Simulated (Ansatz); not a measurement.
Hf under a change: pressure 4.5 GPa

The reference is Hf in the hcp (Mg type) structure (space group P6_3/mmc, No. 194; a = 3.2042 Å, c = 5.0691 Å).

Modification: a hydrostatic pressure of 4.5 GPa.

Computed with Kohn–Sham DFT with the PBE functional, run in Ansatz (a first-principles code) with PAW and 420 eV plane waves, no spin-orbit coupling. Γ-centred 17×17×9 mesh, Fermi–Dirac width 0.05 eV.

```csv
quantity,base,changed,shift
volume per atom,22.54 Å³,21.67 Å³,-0.87 Å³
density,13.15 g/cm³,13.68 g/cm³,+0.53 g/cm³
c/a ratio,1.582,1.584,+0.002
enthalpy H = E + PV relative to the base's energy,–,+0.62 eV/atom,–
band gap,zero,zero,–
```

Final structure:

```
Hf
1.0
    3.16131     0.00000     0.00000
   -1.58066     2.73778     0.00000
    0.00000     0.00000     5.00698
Hf
2
Cartesian
  1.58066   0.91259   3.75523
  0.00000   1.82519   1.25174
```

Cost of the whole job for the changed cell (relaxation, final SCF and bands): about 50 core-seconds (a rough figure).

Load acts through the strain it causes; cell and atoms are relaxed under it. Stability against distortions was not tested. The final runs are not spin-polarised.
